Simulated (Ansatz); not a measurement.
Output of an Ansatz run (abridged):

```
WARN ansatz: RAYON_NUM_THREADS=1 ignored (pool sized by the plan → 1); use --threads N
Pseudopotentials: kind: paw
Pseudopotential: Ti, paw, valence charge 12
Pseudopotential: Ta, paw, valence charge 13
Crystal: 2 atoms, lattice volume = 34.621 Å³
Basis set: ecut = 420.4159175005146 eV, 665 PW (Γ)
Bands: 17, of which v1, the nominal top of the filled ones, is band 13 counted from 1 (12 counted from 0)
Symmetry: 4 space group operations
Space group: Cmm2 (ITA 35), of the structure as read, at distance tolerance 3.3e-5 Å
k-points: 172 of 1008 (time reversal used)
PAW frozen core: Ti, regenerated for the run's functional, and the local potential with it
PAW frozen core: Ta, regenerated for the run's functional, and the local potential with it
Initial density: superposition of atomic densities (neutral atoms: chi_scale 0, normalization atom), corrected by the library's trained network
Initial wavefunctions: pseudopotential atomic-orbital guess
Eigensolver: davidson
Functional: x = slater, c = lda
SCF iter   1: F=—  HF=-12132.838529 eV  |F-HF|=—  |Δ(HF+E_count)|=         —  Δρ=8.38e-3  dr2=4.72e-2  ethr=1.77e-3  ⟨swp⟩=4.7  Hψ=12283  notcnv=0
all-band conjugate gradients solve this SCF's bands
preconditioner: auto → none
SCF iter   2: F=—  HF=-12132.837811 eV  |F-HF|=—  |Δ(HF+E_count)|=   7.18e-4  Δρ=6.69e-3  dr2=3.49e-2  ethr=1.89e-4  ⟨swp⟩=1.0  Hψ=4300  notcnv=0
SCF iter   3: F=—  HF=-12132.835061 eV  |F-HF|=—  |Δ(HF+E_count)|=   2.75e-3  Δρ=1.30e-3  dr2=5.44e-4  ethr=1.39e-4  ⟨swp⟩=1.2  Hψ=2957  notcnv=0
SCF iter   4: F=—  HF=-12132.835131 eV  |F-HF|=—  |Δ(HF+E_count)|=   7.00e-5  Δρ=6.65e-4  dr2=6.60e-4  ethr=2.17e-6  ⟨swp⟩=2.1  Hψ=4674  notcnv=0
SCF iter   5: F=—  HF=-12132.835011 eV  |F-HF|=—  |Δ(HF+E_count)|=   1.20e-4  Δρ=3.13e-4  dr2=1.47e-4  ethr=2.17e-6  ⟨swp⟩=2.1  Hψ=4506  notcnv=0
SCF iter   6: F=—  HF=-12132.834979 eV  |F-HF|=—  |Δ(HF+E_count)|=   3.17e-5  Δρ=7.85e-5  dr2=8.38e-6  ethr=5.86e-7  ⟨swp⟩=2.0  Hψ=3656  notcnv=0
SCF iter   7: F=—  HF=-12132.834976 eV  |F-HF|=—  |Δ(HF+E_count)|=   2.89e-6  Δρ=1.15e-5  dr2=1.28e-7  ethr=3.35e-8  ⟨swp⟩=2.0  Hψ=3700  notcnv=0
SCF iter   8: F=-12132.834976 eV  HF=-12132.834976 eV  |F-HF|=2.20e-9  |Δ(HF+E_count)|=   2.00e-8  Δρ=2.42e-6  dr2=2.93e-9  ethr=4.00e-10  ⟨swp⟩=4.1  Hψ=9674  notcnv=0
SCF 1 converged in 8 iterations: F = -12132.834976 eV  dr2 = 2.93e-9
SCF converged after 8 iterations
Free energy (F): -12132.834976 eV
Harris-Foulkes:  -12132.834976 eV  (|F-HF|=2.20e-9)
Internal energy: -12132.723604 eV  (E = F + TS)
E sigma→0 (E₀):  -12132.779290 eV
Entropy (-TS):   -0.111372 eV (-55.686 meV/atom)
Fermi energy:    16.014129 eV
--- Per-component energies (eV) ---
  E_band       = -256.544843
  E_kinetic    = 639.649579
  E_local      = -1349.508491  (includes V_loc(G=0)·N_el)
  E_nonlocal   = 33.085392
  E_hartree    = 517.951748
  E_xc         = -313.570752
  E_vxc        = -325.825702  (∫ρ·V_xc dr)
  E_paw        = -9148.021893  (= ΣΔE_a)
  E_vpaw       = -289.849055  (= ΣTr[D̂ρ^β])
  E_aug_tail   = 0.000252  (compensation charges beyond the density's cutoff)
  E_ewald      = -2512.894292
  E_core_change = 0.584853  (= ΣΔE_core)
  E_smearing   = -0.111372  (= −TS)
  E_closure    = 0.000000  (closes the sum)
  Σ components = -12132.834976   (vs F -12132.834976, Δ=0.00e0)
--- Forces (eV/Å), atoms counted from 1 ---
  atom   1  Ti     0.00000000     0.00000000    -0.13083232
  atom   2  Ta     0.00000000     0.00000000     0.13083608
  max |Σ_I F_I| component: 3.77e-6 eV/Å
--- Stress (GPa, compression-positive) ---
       -6.897088       0.000000       0.000000
        0.000000      -6.255871       0.000000
        0.000000       0.000000      -7.680554
  P = ⅓ Tr σ = -6.9445 GPa (-69.445 kbar)
  The stress holds the Pulay correction. Without it, at fixed plane waves, as pw.x and ABINIT print it: P = -6.9835 GPa
--- Band table (eV; the first three rows and the last of 172) ---
  k-point 0: bands = ["-51.0104", "-39.7831", "-17.7796", "-17.1494", "-16.8986", "-16.1845", "-16.0920", "-16.0254", "8.9312", "12.5222", "14.8539", "16.7742", "16.7966", "16.9932", "17.4120", "18.7932", "18.9008"]
  k-point 1: bands = ["-51.0104", "-39.7833", "-17.7555", "-17.1462", "-16.8985", "-16.2139", "-16.0960", "-16.0254", "9.1075", "12.5162", "14.9153", "16.6814", "16.6938", "17.0520", "17.1539", "18.7532", "18.8948"]
  k-point 2: bands = ["-51.0104", "-39.7838", "-17.6980", "-17.1388", "-16.8985", "-16.2835", "-16.1050", "-16.0254", "9.5824", "12.4110", "15.0808", "16.1492", "16.4465", "16.7118", "17.6123", "18.6086", "18.8816"]
  k-point 171: bands = ["-50.8806", "-39.6544", "-18.0894", "-17.6278", "-17.4213", "-16.6508", "-16.3719", "-16.2267", "12.7721", "13.8430", "14.3374", "15.2571", "16.6313", "17.7464", "17.8031", "18.2483", "20.2051"]
```

The structure:

```
CELL_PARAMETERS angstrom
      1.62471    -2.28601     0.00000
      1.62471     2.28601     0.00000
      0.00000     0.00000     4.66071
ATOMIC_POSITIONS crystal
  Ti 0.50000 0.50000 0.51073
  Ta 0.00000 0.00000 0.00000
```

Write an input that gives this output.

Other spellings and defaults could give the same log, and not every line can be read from it. The input that was run (DFT, LDA (PW92), plane waves, default PAW files made with PBE):

Ansatz 0.2 input:
```yaml
# TaTi
crystal:
  lattice:
    - [1.624711, -2.286008, 0.000000]
    - [1.624711, 2.286008, 0.000000]
    - [0.000000, 0.000000, 4.660709]
  atoms:
    - { symbol: Ti, position: [0.500000, 0.500000, 0.510728] }
    - { symbol: Ta, position: [0.000000, 0.000000, 0.000000] }
basis:
  ecutwfc: 30.9 Ry
kpoints:
  mp_grid: { grid: [12, 12, 7] }
hamiltonian:
  xc: lda
  pseudopotentials: { kind: paw }
scf:
  occupations: { method: fermi_dirac, width: 0.0073 Ry }
output:
  forces: true
  eigenvalues: true
  stress: true
```

The starting cell comes from a database of computed structures (which also holds hypothetical and non-ambient phases and stackings), without a prior relaxation at this level. Its lattice was rescaled by up to half a per cent. One atom was moved a little off its site on purpose. Spin-orbit coupling is off. Spin polarisation is off. With a pressure of about -7 GPa the cell is away from its equilibrium volume at this level. Ansatz's pressure includes its estimate of the finite-basis (Pulay) stress.

Ansatz is an electronic-structure program.
